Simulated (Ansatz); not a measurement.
# Equilibrium lattice constant a of Hf2SiN (model structure, started from the MAX type, P6₃/mmc, No. 194, 8 atoms in the cell) at several levels of theory

No measured value is used here.

| level (code) | value (Å) |
|---|---|
| LDA (Ansatz) | 3.153 |
| PBE (Ansatz) | … |
| PBEsol (Ansatz) | 3.177 |
| r²SCAN (Ansatz) | 3.202 |

### Question
Complete the blanks.

### Answer

- PBE (Ansatz, a program for electronic structure), value (Å): 3.218

Density-functional levels without +SOC have no spin–orbit coupling. Cutoffs differ between the levels. Ansatz's density-functional and Hartree–Fock values are scalar-relativistic unless marked +SOC, with PAW data made under PBE.

A model structure was made by putting elements into a prototype or built by hand; it is no filed structure, need not be a known phase, and can be a saddle point held by its symmetry.
